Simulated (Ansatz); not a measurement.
**Short convergence ladders for a (111) slab of CsGeI3 (cut from a parent of space group no. 8; 10 atoms in the cell)**

```
CsGeI3
1.0
    6.08413     0.00000     0.00000
    6.50076     8.80127     0.00000
    0.00000     0.00000    20.42759
Cs Ge I
2 2 6
Direct
  0.85815   0.23951   0.34267
  0.35716   0.74430   0.55029
  0.85355   0.78249   0.34458
  0.35256   0.28728   0.55220
  0.61027   0.98865   0.44540
  0.34480   0.74394   0.34360
  0.11098   0.49083   0.44971
  0.10928   0.49343   0.65301
  0.84381   0.24873   0.55122
  0.60999   0.99561   0.65733
```

Base method: LDA (PW92), default PAW files made with PBE (plane waves; Ansatz, a first-principles code).

Base settings: basis.ecutwfc = 420 eV; kpoints.mp_grid.grid = 2 2 1; hamiltonian.xc = lda; hamiltonian.pseudopotentials = {kind: paw} (the program's default PAW files); scf.occupations.method = fermi_dirac; scf.occupations.width = 0.05 eV.

The count of work is k-points × plane waves × bands × iterations; it is no time. Core times come from one kind of shared machine, to one figure; runs under 30 s give none.

**The vacuum**

The mesh stays at the base's, so the ladder's end is converged at best in this setting alone.

Only quantities that move along the ladder and can be compared are tabulated; the gap is left out on so coarse a mesh.

| vacuum between outermost atoms (Å) | free energy less the last step's (meV/atom) | largest difference of a force vector from the last step's (eV/Å) | count of work / last |
|---|---|---|---|
| 3.0 | -150.59 | 1.428 | 0.17 |
| 4.0 | -86.11 | 0.695 | 0.21 |
| 5.0 | -55.46 | 0.380 | 0.23 |
| 6.0 | -40.46 | 0.275 | 0.26 |
| 7.0 | -31.56 | 0.211 | 0.28 |
| 8.0 | -25.51 | 0.169 | 0.33 |
| 10.0 | -17.70 | 0.115 | 0.38 |
| 12.0 | -12.90 | 0.083 | 0.51 |
| 14.0 | -9.62 | 0.061 | 0.61 |
| 17.0 | -6.31 | 0.040 | 0.70 |
| 20.0 | -4.07 | 0.026 | 0.79 |
| 25.0 | -1.61 | 0.010 | 0.86 |
| 30.0 | 0.00 | 0.000 | 1.0 |

State of the free energy at the end of the ladder: still drifting one way, by 4.1 meV/atom over the last two steps, so the last step is no safe reference.

Smallest vacuum between outermost atoms (Å) that holds the forces within 0.02 eV/Å: not settled: the last two steps still differ by 0.010 eV/Å, over half the tolerance, so the ladder does not show it.

**The k-point mesh**

Only quantities that move along the ladder and can be compared are tabulated.

```csv
kpoints.mp_grid.grid,free energy less the last step's (meV/atom),largest difference of a force vector from the last step's (eV/Å),count of work / last,core time / last (rough)
2 1 1,37.18,0.362,0.047,–
2 2 1,36.22,0.360,0.094,–
3 2 1,-6.41,0.092,0.087,0.06
4 2 1,1.71,0.037,0.14,0.08
4 3 1,1.60,0.036,0.16,0.1
5 3 1,-0.45,0.013,0.17,0.1
6 4 1,0.14,0.005,0.30,0.2
7 4 1,-0.04,0.002,0.33,0.2
8 5 1,0.01,0.001,0.46,0.4
9 5 1,-0.01,0.000,0.50,0.4
11 6 1,0.00,0.000,0.74,0.7
13 7 1,0.00,0.000,1.0,1
```

Coarsest kpoints.mp_grid.grid that holds the free energy within 5 meV/atom of the last step, with all finer ones: 4 2 1, at 0.14 of the last step's count of work and about 0.08 of the last step's time; the step before is off by 6.4 meV/atom.

Coarsest kpoints.mp_grid.grid that holds the forces within 0.01 eV/Å of the last step, with all finer ones: 6 4 1, at 0.30 of the last step's count of work and about 0.2 of the last step's time; the step before is off by 0.013 eV/Å.

Two neighbours can agree and both be off: 2 1 1 and 2 2 1 differ by 0.96 meV/atom in the free energy, yet lie about 36 meV/atom from the last step.

**The plane-wave cutoff**

The mesh stays at the base's, so the ladder's end is converged at best in this setting alone.

Only quantities that move along the ladder and can be compared are tabulated; the gap is left out on so coarse a mesh.

| basis.ecutwfc | free energy less the last step's (meV/atom) | largest difference of a force vector from the last step's (eV/Å) |
|---|---|---|
| 210 eV | 4617.28 | 0.336 |
| 250 eV | 806.94 | 0.047 |
| 295 eV | 90.59 | 0.014 |
| 355 eV | 3.71 | 0.001 |
| 420 eV | 1.47 | 0.000 |
| 505 eV | 0.31 | 0.000 |
| 630 eV | 0.13 | 0.000 |
| 840 eV | 0.00 | 0.000 |

Coarsest basis.ecutwfc that holds the forces within 0.005 eV/Å of the last step, with all finer ones: 355 eV; the step before is off by 0.014 eV/Å.

Coarsest basis.ecutwfc that holds the free energy within 5 meV/atom of the last step, with all finer ones: 355 eV; the step before is off by 91 meV/atom.

On the base run: the starting cell comes from a database of computed structures (which also holds hypothetical and non-ambient phases and stackings), without a prior relaxation at this level. The slab is cut from that crystal, and its faces are unrelaxed. Its lattice was rescaled by up to half a per cent. Spin polarisation is off, though cut faces can carry moments; a gap of a slab can lie between surface states. The two faces of this cut differ, and no dipole correction was used. In the base run, forces exceed 1 eV/Å.

Left out of this page: 1 run of the series outside the window shown, repeating another row's setting, or not comparable.

Keys are those of Ansatz 0.2.
